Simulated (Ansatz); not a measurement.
Band structure of La3Hg (I4/mmm, 4 atoms in the cell).

```
CELL_PARAMETERS angstrom
     -2.47086     2.47086     5.22091
      2.47086    -2.47086     5.22091
      2.47086     2.47086    -5.22091
ATOMIC_POSITIONS crystal
  La 0.75000 0.25000 0.50000
  La 0.25000 0.75000 0.50000
  La 0.50000 0.50000 0.00000
  Hg 0.00000 0.00000 0.00000
```

Method of the run: LDA (PW92), PAW files made with PBE (plane waves; Ansatz, a first-principles code).

Settings: basis.ecutwfc = 420 eV; kpoints.mp_grid.grid = 7 7 7; hamiltonian.xc = lda; hamiltonian.pseudopotentials = {kind: paw} (the program's default PAW files); scf.occupations.method = fermi_dirac; scf.occupations.width = 0.1 eV; kpoints.band_path.npoints = 8.

The starting cell comes from a database of computed structures (which also holds hypothetical and non-ambient phases and stackings), without a prior relaxation at this level. Its lattice was rescaled by a random factor within 2.5 % of one. Spin-orbit coupling is off.

Levels in eV from the Fermi level, bands 23 to 30:
| point | 23 | 24 | 25 | 26 | 27 | 28 | 29 | 30 |
|---|---|---|---|---|---|---|---|---|
| Γ | -1.70 | -1.68 | -0.67 | -0.25 | -0.25 | 0.91 | 1.01 | 1.01 |
| X | -0.84 | -0.78 | -0.67 | -0.24 | 0.07 | 0.79 | 0.91 | 1.24 |
| Y | -1.32 | -0.76 | -0.44 | -0.17 | 0.24 | 0.32 | 0.72 | 1.04 |
| S | -1.44 | -1.22 | -0.86 | -0.39 | -0.27 | 0.30 | 0.67 | 1.26 |
| Z | -1.95 | -1.59 | -0.62 | -0.57 | -0.57 | -0.33 | 0.68 | 1.12 |
| S1 | -1.44 | -1.22 | -0.86 | -0.39 | -0.27 | 0.30 | 0.67 | 1.26 |
| N | -1.79 | -0.83 | -0.83 | -0.59 | 0.33 | 0.59 | 0.93 | 1.07 |
| P | -1.17 | -0.81 | -0.81 | 0.28 | 0.28 | 0.64 | 1.17 | 1.17 |
| Y1 | -1.32 | -0.76 | -0.44 | -0.17 | 0.24 | 0.32 | 0.72 | 1.04 |

Bands cross the Fermi level along this path, so the cell is metallic at this level.

Keys are those of Ansatz 0.2.
